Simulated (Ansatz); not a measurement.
AlRu: point defects

Base system: an 8-atom supercell of AlRu in the CsCl type structure (space group Pm-3m, No. 221) at its relaxed geometry.

```xyz
8
Lattice="2.9825 -2.9825 -2.9825 -2.9825 2.9825 -2.9825 2.9825 2.9825 2.9825" Properties=species:S:1:pos:R:3 pbc="T T T"
Al     0.0000     0.0000    -2.9825
Al     0.0000     0.0000     0.0000
Al     0.0000     2.9825     0.0000
Al     2.9825     0.0000     0.0000
Ru     1.4913     1.4913    -1.4913
Ru     1.4913     1.4913     1.4913
Ru    -1.4913     1.4913    -1.4913
Ru     1.4913    -1.4913    -1.4913
```

One neutral defect a cell, atoms relaxed at fixed cell.

Level of theory: Kohn–Sham DFT with the r2SCAN functional, run in Ansatz (a program for electronic structure) with PAW and 500 eV plane waves, no SOC.

```tsv
variant	pressure	largest displacement of a host atom from its site in the perfect cell
perfect supercell	0.0 GPa	–
Ru interstitial (started 1.49 Å from the nearest host atom)	75.2 GPa	1.09 Å
Sb on a Ru site	21.1 GPa	?
Al vacancy	?	0.31 Å
Ru vacancy	-4.9 GPa	0.00 Å
Al on a Ru site (antisite), symmetric start	4.2 GPa	0.00 Å
```

Q: Complete the table.

A: 
- Sb on a Ru site, largest displacement of a host atom from its site in the perfect cell: 0.39 Å
- Al vacancy, pressure: -11.1 GPa

In so small a cell the defect repeats every few ångströms: this is an ordered compound, not a dilute defect. Defects with a symmetric start kept the site's symmetry and may sit on a saddle; the others started slightly shaken. All final runs are without spin polarisation.
